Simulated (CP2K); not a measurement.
Band structure of Al (Fm-3m, 1 atom in the cell).

```xyz
1
Lattice="2.8323 0.0000 0.0000 1.4161 2.4528 0.0000 1.4161 0.8176 2.3125" Properties=species:S:1:pos:R:3 pbc="T T T"
Al     0.0000     0.0000     0.0000
```

Method: PBE, GPW, DZVP-MOLOPT-SR-GTH basis, GTH-PBE potentials (GTH_POTENTIALS) (CP2K).

Settings: CUTOFF = 400 Ry; REL_CUTOFF = 50 Ry; SMEAR/METHOD = FERMI_DIRAC; ELECTRONIC_TEMPERATURE = 1160.45 K; KPOINTS/SCHEME = MONKHORST-PACK 14 14 14; GAMMA_CENTERED = T; XC_FUNCTIONAL = PBE; Al/BASIS_SET = DZVP-MOLOPT-SR-GTH-q3; Al/POTENTIAL = GTH-PBE-q3; METHOD = GPW; EPS_DEFAULT = 1e-10; EXTRAPOLATION = USE_GUESS; NGRIDS = 5; SCF_GUESS = ATOMIC.

The starting cell has typed, rounded lattice constants, without a prior relaxation at this level. Its lattice was rescaled by a random factor within 2.5 % of one. Values carry the incompleteness of an atom-centred basis.

Levels in eV from the Fermi level, bands 1 to 4:
```csv
point,1,2,3,4
Γ,-11.30,13.08,13.08,13.08
X,-2.98,-1.60,5.49,5.85
W,-0.87,-0.87,0.14,1.28
K,-1.93,-1.41,-0.32,6.84
L,-4.71,-4.42,12.06,12.06
U,-1.93,-1.41,-0.32,6.84
```

Bands cross the Fermi level along this path, so the cell is metallic at this level.

Higher empty bands are left out: an atom-centred basis made for the valence describes them poorly.
